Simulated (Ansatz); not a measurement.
The starting structures come from a database of crystals and need not be the phases stable at ambient conditions.

By PBEsol, the system below comes out a metal.

Given:

```
HgSc
1.0
    3.50559     0.00000     0.00000
    0.00000     3.50559     0.00000
    0.00000     0.00000     3.50559
Sc Hg
1 1
Cartesian
  1.75280   1.75280   1.75280
  0.00000   0.00000   0.00000
```

Space group of this cell: Pm-3m, CsCl type. The cell is taken as given; by PBEsol its mean pressure is -2.7 GPa.

The current flows along the normal of the first two printed cell vectors, the (001) plane of the conventional cell. No spin-orbit coupling; the value is a mean over 0.1 eV about the Fermi level.

Q: Predict the ballistic conductance per area from PBEsol run with Ansatz (a program for electronic structure).

A: 0.62 × 10¹⁵ S/m² for both spins.
